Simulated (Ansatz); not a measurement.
The starting structures come from a database of crystals and need not be the phases stable at ambient conditions.

Consider the following.

```
Al2ZnTe4
1.0
    7.32329     0.00000     0.00000
    2.35381     6.93471     0.00000
    2.48474    -3.46735     4.26573
Al Zn Te
2 1 4
Cartesian
  8.50019   3.46735   2.13287
  4.83855   3.46735   0.00000
  0.00000   0.00000   0.00000
  4.88394   6.09987   0.09807
  3.61926   2.47295   2.11337
  9.83072  -0.80314   4.16767
  5.98976  -0.83497   2.15236
```

Space group of this cell: I-4. The cell is taken as given.

Transport runs along the normal of the first two printed cell vectors, the (110) plane of the conventional cell.

No gap correction and no spin-orbit coupling; mid-gap values are interpolated between computed energies.

Problem. State the band gap and the smallest decay constant κ at mid-gap according to r2SCAN (Ansatz, an electronic-structure program).

Solution. Gap 2.14 eV on a 8×8×8 mesh; κ = 0.144 1/Å, at the zone centre.
